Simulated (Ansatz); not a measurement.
Worked example: self-consistent single point of CoAuO2 (P3m1, 8 atoms in the cell) in Ansatz (a program for electronic structure).

Computed with PBEsol, default PAW files made with PBE (plane waves; Ansatz).

The change in words: lattice scaled by 0.98; kpoints.mp_grid.grid: 13 13 3 → 10 10 2. Reference geometry:
```
CoAuO2
1.0
    2.87019     0.00000     0.00000
   -1.43509     2.48565     0.00000
    0.00000     0.00000    12.11167
Co Au O
2 2 4
Direct
  0.00000   0.00000   0.00413
  0.00000   0.00000   0.50000
  0.66667   0.33333   0.75000
  0.33333   0.66667   0.25000
  0.33333   0.66667   0.42187
  0.66667   0.33333   0.57813
  0.66667   0.33333   0.92187
  0.33333   0.66667   0.07813
```

Reference input (self-consistent single point, DFT, PBEsol, plane waves, default PAW files made with PBE): basis.ecutwfc = 30.9 Ry; kpoints.mp_grid.grid = 13 13 3; hamiltonian.xc = pbesol; hamiltonian.pseudopotentials = {kind: paw} (the program's default PAW files); scf.occupations.method = gaussian; scf.occupations.width = 0.0073 Ry. This run's input differs from it in these lines:

Ansatz 0.2 input:
```diff
@@ -3,14 +3,14 @@
   lattice:
-    - [2.870187, 0.000000, 0.000000]
-    - [-1.435093, 2.485655, 0.000000]
-    - [0.000000, 0.000000, 12.111667]
+    - [2.812783, 0.000000, 0.000000]
+    - [-1.406391, 2.435942, 0.000000]
+    - [0.000000, 0.000000, 11.869434]
   atoms:
-    - { symbol: Co, position_ang: [0.000000, 0.000000, 0.049997] }
-    - { symbol: Co, position_ang: [0.000000, 0.000000, 6.055834] }
-    - { symbol: Au, position_ang: [1.435095, 0.828551, 9.083750] }
-    - { symbol: Au, position_ang: [-0.000001, 1.657104, 3.027917] }
-    - { symbol: O, position_ang: [-0.000001, 1.657104, 5.109549] }
-    - { symbol: O, position_ang: [1.435095, 0.828551, 7.002118] }
-    - { symbol: O, position_ang: [1.435095, 0.828551, 11.165382] }
-    - { symbol: O, position_ang: [-0.000001, 1.657104, 0.946285] }
+    - { symbol: Co, position_ang: [0.000000, 0.000000, 0.048997] }
+    - { symbol: Co, position_ang: [0.000000, 0.000000, 5.934717] }
+    - { symbol: Au, position_ang: [1.406393, 0.811980, 8.902076] }
+    - { symbol: Au, position_ang: [-0.000001, 1.623962, 2.967359] }
+    - { symbol: O, position_ang: [-0.000001, 1.623962, 5.007358] }
+    - { symbol: O, position_ang: [1.406393, 0.811980, 6.862076] }
+    - { symbol: O, position_ang: [1.406393, 0.811980, 10.942075] }
+    - { symbol: O, position_ang: [-0.000001, 1.623962, 0.927359] }
 basis:
@@ -18,3 +18,3 @@
 kpoints:
-  mp_grid: { grid: [13, 13, 3] }
+  mp_grid: { grid: [10, 10, 2] }
 hamiltonian:
```

The program printed (abridged):

```
SCF iter   1: F=—  HF=-38439.353986 eV  |F-HF|=—  |Δ(HF+E_count)|=         —  Δρ=2.24e-2  dr2=3.31e-1  ethr=1.77e-3  ⟨swp⟩=5.9  Hψ=5699  notcnv=0
all-band conjugate gradients solve this SCF's bands
preconditioner: auto → Resta (q_TF=auto, 2.805 Å⁻¹)
SCF iter   2: F=—  HF=-38439.288399 eV  |F-HF|=—  |Δ(HF+E_count)|=   6.56e-2  Δρ=7.61e-3  dr2=5.66e-2  ethr=3.45e-4  ⟨swp⟩=2.9  Hψ=2880  notcnv=0  defer=60
   [... lines left out ...]
SCF iter   5: F=—  HF=-38439.276019 eV  |F-HF|=—  |Δ(HF+E_count)|=   8.46e-5  Δρ=1.91e-4  dr2=2.26e-5  ethr=5.48e-7  ⟨swp⟩=2.4  Hψ=2208  notcnv=0  defer=60
SCF iter   6: F=—  HF=-38439.276127 eV  |F-HF|=—  |Δ(HF+E_count)|=   1.08e-4  Δρ=6.75e-5  dr2=2.19e-6  ethr=2.36e-8  ⟨swp⟩=2.2  Hψ=2292  notcnv=0  defer=60
SCF iter   7: F=—  HF=-38439.276127 eV  |F-HF|=—  |Δ(HF+E_count)|=   4.05e-9  Δρ=3.07e-5  dr2=9.27e-7  ethr=2.28e-9  ⟨swp⟩=2.0  Hψ=2806  notcnv=0  defer=60
SCF iter   8: F=-38439.276127 eV  HF=-38439.276127 eV  |F-HF|=6.49e-9  |Δ(HF+E_count)|=   3.63e-8  Δρ=5.05e-6  dr2=2.16e-8  ethr=1.04e-10  ⟨swp⟩=8.6  Hψ=6879  notcnv=0
SCF 1 converged in 8 iterations: F = -38439.276127 eV  dr2 = 2.16e-8
Free energy (F): -38439.276127 eV
Internal energy: -38439.273233 eV  (E = F + TS)
E sigma→0 (E₀):  -38439.274680 eV
Entropy (-TS):   -0.002894 eV (-0.362 meV/atom)
Fermi energy:    16.817900 eV
--- Forces (eV/Å), atoms counted from 1 ---
  atom   1  Co     0.00000000     0.00000000    -1.46260784
  atom   2  Co    -0.00000000    -0.00000000     0.00118047
  atom   3  Au    -0.00000000    -0.00000000     0.12331573
  atom   4  Au     0.00000000     0.00000000     0.12039194
  atom   5  O     -0.00000000    -0.00000000    -0.03435483
  atom   6  O      0.00000000     0.00000000     0.06018981
  atom   7  O      0.00000000     0.00000000     0.50836491
  atom   8  O     -0.00000000    -0.00000000     0.68360462
--- Stress (GPa, compression-positive) ---
       13.773580      -0.000000      -0.000000
       -0.000000      13.773580       0.000000
       -0.000000       0.000000      18.027811
  P = ⅓ Tr σ = 15.1917 GPa (151.917 kbar)
  The stress holds the Pulay correction. Without it, at fixed plane waves, as pw.x and ABINIT print it: P = 14.4497 GPa
```

The run converged in 8 iterations. Against the reference run the free energy goes up by 26.8 meV/atom, the pressure goes from -0.58 to 15.19 GPa and the largest force goes from 1.298 to 1.463 eV/Å.

The starting cell comes from a database of computed structures (which also holds hypothetical and non-ambient phases and stackings), without a prior relaxation at this level. Its lattice was rescaled by up to half a per cent. One atom was moved a little off its site on purpose. For this run, on top of that: lattice scaled by 0.98. Spin polarisation is off, so a magnetic state, if there is one, cannot be reached. With a pressure of about 15 GPa the cell is away from its equilibrium volume at this level. Forces in this geometry exceed 1 eV/Å. Ansatz's pressure includes its estimate of the finite-basis (Pulay) stress. Without the estimate this run gives 14.45 GPa.
